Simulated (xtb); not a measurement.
xtb 6.7.1, GFN1-xTB: Fe(Cl)(amdMe)(dme) (CC1[N](C)[Fe]2([Cl])(<-[N]=1C)<-[O](C)CC[O]->2C), charge 0, multiplicity 5, 33 atoms. The geometry is a generated start, not checked to be a minimum at this level.

```
Item                       Value
-----------------  -------------
run flags                 --grad
method                  GFN1-xTB
--acc                1 (default)
--etemp (K)        300 (default)
basis functions              106
valence electrons             88
```

Charge 0 and multiplicity 5 are set for this test and not shown to be the ground state. GFN-xTB has no spin term: --uhf 4 sets the occupations alone.

One run each on 1 thread. Values of broydamp tried: 0.02, 0.05, 0.1, 0.2, 0.4 (default), 0.6, 0.8, 1.

Question: Predict the course of the SCC iterations along this series.

Answer: Fewest SCC iterations: 0.2 with 23. The count rises to 51 at 0.02. All converge to one solution.

| broydamp | SCC iterations | end |
|---|---|---|
| 0.02 | 51 | same solution |
| 0.05 | 30 | same solution |
| 0.1 | 31 | same solution |
| 0.2 | 23 | same solution |
| 0.4 (default) | 26 | same solution |
| 0.6 | 30 | same solution |
| 0.8 | 44 | same solution |
| 1 | 43 | same solution |
